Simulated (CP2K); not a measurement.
Band structure of SnTe (Fm-3m, 2 atoms in the cell).

```yaml
crystal:
  lattice:
    - [4.41802, 0.00000, 0.00000]
    - [2.20901, 3.82612, 0.00000]
    - [2.20901, 1.27537, 3.60730]
  atoms:
    - { symbol: Sn, position: [0.00000, 0.00000, 0.00000] }
    - { symbol: Te, position: [0.50000, 0.50000, 0.50000] }
```

Method of the run: PBE, GPW, DZVP-MOLOPT-SR-GTH basis, GTH-PBE potentials (GTH_POTENTIALS) in CP2K.

Settings: CUTOFF = 400 Ry; REL_CUTOFF = 50 Ry; SMEAR/METHOD = GAUSSIAN; SIGMA = 0.136 eV; KPOINTS/SCHEME = MONKHORST-PACK 6 6 6; GAMMA_CENTERED = T; XC_FUNCTIONAL = PBE; Sn/BASIS_SET = DZVP-MOLOPT-SR-GTH; Sn/POTENTIAL = GTH-PBE-q4; Te/BASIS_SET = DZVP-MOLOPT-SR-GTH; Te/POTENTIAL = GTH-PBE-q6; METHOD = GPW; EPS_DEFAULT = 1e-10; EXTRAPOLATION = USE_GUESS.

The starting cell comes from a database of computed structures (which also holds hypothetical and non-ambient phases and stackings), without a prior relaxation at this level. Its lattice was rescaled by a random factor within 2.5 % of one. Spin-orbit coupling is off. Values carry the incompleteness of an atom-centred basis. The run gives no clean gap (levels at the Fermi energy touch, overlap or are partly filled at this smearing), which alone does not show that the compound is a metal.

Levels in eV from the Fermi level, bands 2 to 7:
| point | 2 | 3 | 4 | 5 | 6 | 7 |
|---|---|---|---|---|---|---|
| Γ | -4.71 | -2.31 | -2.31 | -2.31 | 3.48 | 3.48 |
| X | -6.64 | -5.95 | -4.01 | -4.01 | 2.14 | 5.17 |
| W | -7.61 | -5.17 | -5.17 | -0.96 | 0.74 | 5.11 |
| K | -7.67 | -5.54 | -3.52 | -2.94 | 2.99 | 3.27 |
| L | -8.63 | -2.04 | -2.04 | -0.06 | 0.08 | 0.18 |
| U | -7.67 | -5.54 | -3.52 | -2.94 | 2.99 | 3.27 |

No band crosses the Fermi level by more than 0.03 eV along this path.

Higher empty bands are left out: an atom-centred basis made for the valence describes them poorly.
